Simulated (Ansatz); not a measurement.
Consider BN in the zinc blende structure (space group F-43m, No. 216; a = 3.5805 Å). Axes: x, y, z lie along the cube axes.

All numbers come from LDA (Ansatz, a program for electronic structure; PAW; 420 eV plane waves; without spin-orbit coupling).

Strains are applied to the cell and any free atomic positions relax; under biaxial strain the out-of-plane vector relaxes too.

One change was made to it. Results:

```csv
quantity,base,after
shortest interatomic distance,2.930 bohr,2.889 bohr
energy relative to the base (free energy F),0 meV/atom,+12 meV/atom
band gap,4.39 eV,4.37 eV
```

**Question.** What was done to the base?
(A) biaxial strain −1.67 %, plane normal [111], relaxed out of plane
(B) biaxial strain +2.08 %, plane normal [111], relaxed out of plane
(C) biaxial strain −2.50 %, plane normal [111], relaxed out of plane

**Answer.** A, biaxial strain −1.67 %, plane normal [111], relaxed out of plane. For comparison, the energy relative to the base in the other runs: biaxial strain +2.08 %, plane normal [111], relaxed out of plane gives +16 meV/atom; biaxial strain −2.50 %, plane normal [111], relaxed out of plane gives +26 meV/atom.

No phonon test of stability was made.
